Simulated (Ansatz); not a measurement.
Given:

```xyz
2
Lattice="0.0000 2.2342 2.2118 2.2342 0.0000 2.2118 2.2342 2.2342 0.0000" Properties=species:S:1:pos:R:3 pbc="T T T"
Hf     0.0000     0.0000     0.0000
N      2.2342     2.2342     2.2118
```

No spin polarisation.

Level of theory: Ansatz (a program for electronic structure) LDA, without spin-orbit coupling. k-mesh 22×22×22 (Γ-centred); smearing 0.1 eV (Fermi–Dirac).

Predict the pressure and band gap.


* **Pressure (mean of the normal stresses, compression positive)**: 3.2 GPa
* **Band gap**: zero

The cells carry an imposed strain or load. No phonon test of stability was made. All final runs are without spin polarisation. The cell was made from HfN in the rock salt structure (space group Fm-3m, No. 225) by this change: uniaxial strain ε_zz = −1.00 %.
